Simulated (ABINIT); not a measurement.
# Input and output of a self-consistent single point for Ga (Cmce, 4 atoms in the cell) (ABINIT)

Method: PBE, PAW (JTH v2.0 PBE PAW) (plane waves; ABINIT).

The input file:

```
# Ga, JTH v2.0 PBE PAW
pp_dirpath "./"
pseudos "Ga.GGA_PBE-JTH.xml"
acell 3*1.0
rprim
         4.1432906687   -7.1029532689    0.0000000000
         4.1432906687    7.1029532689    0.0000000000
         0.0000000000    0.0000000000    8.5173962656
natom 4
ntypat 1
znucl 31
typat 1 1 1 1
xred
         0.6557000000    0.3443000000    0.4154000000
         0.3443000000    0.6557000000    0.5846000000
         0.8443000000    0.1557000000    0.9154000000
         0.1557000000    0.8443000000    0.0846000000
ecut 20 Ha
pawecutdg 40 Ha
pawxcdev 0
ixc 11
occopt 7
tsmear 0.00999582
nband 34
kptopt 1
ngkpt 7 7 6
nshiftk 1
shiftk 0 0 0
nstep 60
tolvrs 1.0e-12
prtwf 0
prtden 0
enunit 1
```

Log, with long lists cut:

```
 Symmetries : space group Cm c a (# 64); Bravais oC (1-face-center ortho.)

 -outvars: echo values of preprocessed input variables --------
            acell      1.0000000000E+00  1.0000000000E+00  1.0000000000E+00 Bohr
             ecut      2.00000000E+01 Hartree
           enunit           1
              ixc          11
         kptrlatt        7    0    0      0    7    0      0    0    6
          kptrlen      5.11043776E+01
            natom           4
            nband          34
            ngfft          36      36      36
          ngfftdg          48      48      50
             nkpt          64
            nstep          60
             nsym           8
           ntypat           1
           occopt           7
        pawecutdg      4.00000000E+01 Hartree
         pawxcdev           0
            rprim      4.1432906687E+00 -7.1029532689E+00  0.0000000000E+00
                       4.1432906687E+00  7.1029532689E+00  0.0000000000E+00
                       0.0000000000E+00  0.0000000000E+00  8.5173962656E+00
          spgroup          64
           tolvrs      1.00000000E-12
           tsmear      9.99582000E-03 Hartree
            typat      1  1  1  1
           useylm           1
             xred      6.5570000000E-01  3.4430000000E-01  4.1540000000E-01
                       3.4430000000E-01  6.5570000000E-01  5.8460000000E-01
                       8.4430000000E-01  1.5570000000E-01  9.1540000000E-01
                       1.5570000000E-01  8.4430000000E-01  8.4600000000E-02
            znucl       31.00000

== DATASET  1 ==================================================================

 Exchange-correlation functional for the present dataset will be:
  GGA: Perdew-Burke-Ernzerhof functional - ixc=11
 Citation for XC functional:
  J.P.Perdew, K.Burke, M.Ernzerhof, PRL 77, 3865 (1996)

 Real(R)+Recip(G) space primitive vectors, cartesian coordinates (Bohr,Bohr^-1):
 R(1)=  4.1432907 -7.1029533  0.0000000  G(1)=  0.1206770 -0.0703933  0.0000000
 R(2)=  4.1432907  7.1029533  0.0000000  G(2)=  0.1206770  0.0703933  0.0000000
 R(3)=  0.0000000  0.0000000  8.5173963  G(3)=  0.0000000  0.0000000  0.1174068
 Unit cell volume ucvol=  5.0132713E+02 bohr^3
 Angles (23,13,12)=  9.00000000E+01  9.00000000E+01  1.19488314E+02 degrees

 Coarse grid specifications (used for wave-functions):

 getcut: wavevector=  0.0000  0.0000  0.0000  ngfft=  36  36  36
         ecut(hartree)=     20.000   => boxcut(ratio)=   2.09950

 Fine grid specifications (used for densities):

 getcut: wavevector=  0.0000  0.0000  0.0000  ngfft=  48  48  50
         ecut(hartree)=     40.000   => boxcut(ratio)=   2.05036

   4.91255309E+03                                ecore*ucvol(ha*bohr**3)

_setup2: Arith. and geom. avg. npw (full set) are    2141.759    2141.748

--- !BeginCycle
solver: {iscf: 17, nstep: 60, nline: 4, wfoptalg: 10, }
tolerances: {tolvrs: 1.00E-12, }
...

     iter   Etot(hartree)      deltaE(h)  residm     nres2
 ETOT  1  -315.72038178669    -3.157E+02 9.247E-01 2.278E+00
 ETOT  2  -316.30668125469    -5.863E-01 1.005E-02 3.904E-01
 ETOT  3  -316.30564989300     1.031E-03 7.187E-03 4.603E-02
 ETOT  4  -316.30555272755     9.717E-05 3.132E-04 5.274E-03
 ETOT  5  -316.30558974392    -3.702E-05 3.159E-04 8.149E-04
 ETOT  6  -316.30559069876    -9.548E-07 6.103E-05 9.194E-05
   [... 2 lines left out ...]
 ETOT  9  -316.30559091006     9.470E-10 2.139E-05 3.288E-09
 ETOT 10  -316.30559091022    -1.615E-10 7.399E-06 3.010E-10
 ETOT 11  -316.30559091022    -5.684E-14 8.127E-06 4.180E-11
 ETOT 12  -316.30559091022     5.684E-14 3.064E-06 2.262E-12
 ETOT 13  -316.30559091022    -2.444E-12 3.391E-06 4.933E-13

 At SCF step   13       nres2   =  4.93E-13 < tolvrs=  1.00E-12 =>converged.

 Cartesian components of stress tensor (hartree/bohr^3)
  sigma(1 1)= -1.92084010E-04  sigma(3 2)=  0.00000000E+00
  sigma(2 2)= -1.96678021E-04  sigma(3 1)=  0.00000000E+00
  sigma(3 3)= -1.71574666E-04  sigma(2 1)=  0.00000000E+00

 ----iterations are completed or convergence reached----

 reduced coordinates (array xred) for    4 atoms
       0.655700000000      0.344300000000      0.415400000000
       0.344300000000      0.655700000000      0.584600000000
       0.844300000000      0.155700000000      0.915400000000
       0.155700000000      0.844300000000      0.084600000000
 cartesian forces (eV/Angstrom) at end:
    1      0.00000000000000     0.03899239159522     0.01266701831886
    2     -0.00000000000000    -0.03899239159522    -0.01266701831886
    3     -0.00000000000000    -0.03899239159522     0.01266701831886
    4      0.00000000000000     0.03899239159522    -0.01266701831886
 frms,max,avg= 2.3670375E-02 3.8992392E-02   0.000E+00  0.000E+00  0.000E+00 e/A
 length scales=  1.000000000000  1.000000000000  1.000000000000 bohr
              =  0.529177208590  0.529177208590  0.529177208590 angstroms
 Fermi (or HOMO) energy (eV) =   5.68092   Average Vxc (eV)=  -9.80441
 Eigenvalues (   eV  ) for nkpt=  64  k points:
 kpt#   1, nband= 34, wtk=  0.00340, kpt=  0.0000  0.0000  0.0000 (reduced coord)
  -9.64264   -9.62317   -9.57870   -9.56943   -9.56280   -9.52819   -9.45957   -9.39968
  -9.36629   -9.34869   -9.33855   -9.33188   -9.31395   -9.28356   -9.23921   -9.19131
  -9.13670   -9.12635   -9.08149   -9.01048   -5.83450    1.22377    1.57348    3.86673
   4.25087    4.81889    6.60284    6.70285    6.75582   11.02556   11.10282   12.45866
  12.48421   13.23515
 prteigrs : prtvol=0 or 1, do not print more k-points.

--- !EnergyTerms
comment             : Components of total free energy in Hartree
kinetic             :  1.97074723330644E+01
hartree             :  9.11095607835804E+01
xc                  : -6.51401063742668E+00
Ewald energy        : -1.88090763491982E+02
psp_core            :  9.79909683006994E+00
local_psp           : -2.41862805248367E+02
spherical_terms     : -4.53202306461225E-01
internal            : -3.16304651737522E+02
'-kT*entropy'       : -9.39452730565600E-04
total_energy        : -3.16305591190253E+02
total_energy_eV     : -8.60711285894221E+03
...

-Cartesian components of stress tensor (GPa)         [Pressure=  5.4952E+00 GPa]
- sigma(1 1)= -5.65130573E+00  sigma(3 2)=  0.00000000E+00
- sigma(2 2)= -5.78646617E+00  sigma(3 1)=  0.00000000E+00
- sigma(3 3)= -5.04790009E+00  sigma(2 1)=  0.00000000E+00

 Calculation completed.
```

The run converged in 13 iterations.

The starting cell comes from a database of computed structures (which also holds hypothetical and non-ambient phases and stackings), without a prior relaxation at this level. Its lattice was rescaled by a random factor within 2.5 % of one. With a pressure of about 5 GPa the cell is away from its equilibrium volume at this level.

Cost on one core of a shared machine: roughly 6 min.
